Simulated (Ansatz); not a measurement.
The reference is ZnO in the wurtzite structure (space group P6_3mc, No. 186; a = 3.279 Å, c = 5.294 Å).

Structures relaxed with DFT with PBE, PAW potentials and a 420 eV plane-wave cutoff in Ansatz (an electronic-structure program), no SOC.

Base:

Simulated powder pattern, Mo Kα, λ = 0.71073 Å (kinematic, ideal powder, no thermal factors, no anomalous dispersion; the 8 strongest lines at most, above 2 %, up to 2θ = 40°):

```
2θ (°)  I/Imax (%)    hkl
------  ----------  -----
14.38           50  (100)
15.43           39  (002)
16.33          100  (101)
21.15           24  (102)
25.03           39  (110)
27.43           39  (103)
29.54           34  (112)
30.03           18  (201)
```

After one change:

Simulated powder pattern, Mo Kα, λ = 0.71073 Å (kinematic, ideal powder, no thermal factors, no anomalous dispersion; the 8 strongest lines at most, above 2 %, up to 2θ = 40°):

```
2θ (°)  I/Imax (%)
------  ----------
14.55           50
15.62           39
16.53          100
21.41           24
25.34           39
27.77           39
29.91           33
30.41           17
```

Question: Which change produced these results?
A) isotropic strain −0.60 %
B) isotropic strain −1.80 %
C) isotropic strain −3.00 %
D) isotropic strain −1.20 %

Answer: D, isotropic strain −1.20 %. Its volume per atom is 11.89 Å³ against 12.33 Å³, and its space group is P6_3mc (No. 186).

Whether these cells are dynamically stable was not tested.
